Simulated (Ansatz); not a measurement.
InSb under a change: tensor shear ε_xy = +0.86 %

The parent structure is InSb in the zinc blende structure (space group F-43m, No. 216; a = 6.519 Å). Axes: x, y, z lie along the cube axes.

The change: a pure shear with ε_xy = ε_yx = 0.0086; the atoms relax in the strained cell.

Computed with Ansatz (a quantum-chemistry and plane-wave program), PBEsol, PAW, cutoff 420 eV, spin-orbit coupling left out. Settings: 12×12×12 k-points, 0.05 eV Fermi–Dirac smearing.

```json
[
 {"quantity": "volume per atom", "base": "34.63 Å³", "changed": "34.63 Å³", "shift": "0.00 Å³"},
 {"quantity": "space group", "base": "F-43m (No. 216)", "changed": "Imm2 (No. 44)", "shift": "–"},
 {"quantity": "energy relative to the base (free energy F)", "base": "0 meV/atom", "changed": "+0.9 meV/atom", "shift": "+0.9 meV/atom"},
 {"quantity": "pressure (mean of the normal stresses, compression positive)", "base": "0.0 GPa", "changed": "0.0 GPa", "shift": "0.0 GPa"},
 {"quantity": "band gap", "base": "zero", "changed": "zero", "shift": "–"},
 {"quantity": "valley order (the lowest conduction-band minima on the path, energy above the VBM, named in the base's zone)", "base": "–", "changed": "Γ 0.01 eV; L along [1-11] 0.33 eV; L along [11-1] 0.46 eV; a point along [001], about 0.8 Å⁻¹ from Γ 1.10 eV", "shift": "–"},
 {"quantity": "stress (xx, yy, zz, yz, xz, xy; compression positive) (rough)", "base": "–", "changed": "(0.0, 0.0, 0.0, 0.0, 0.0, -0.5) GPa", "shift": "–"}
]
```

Cost of the whole job for the changed cell (relaxation, final SCF and bands): about 100 core-seconds (a rough figure).

Without a gap, meshes like the base's 12×12×12 leave anisotropic stresses uncertain by several tenths of a GPa, and small strain energies with them. Spin-orbit coupling, missing from the scalar runs, can matter with Sb. Stability against distortions was not tested. All final runs are without spin polarisation. Gaps under 0.05 eV, about the width of the smearing, are given as zero. A zero or small gap of InSb can be the functional's error rather than a property of the material.
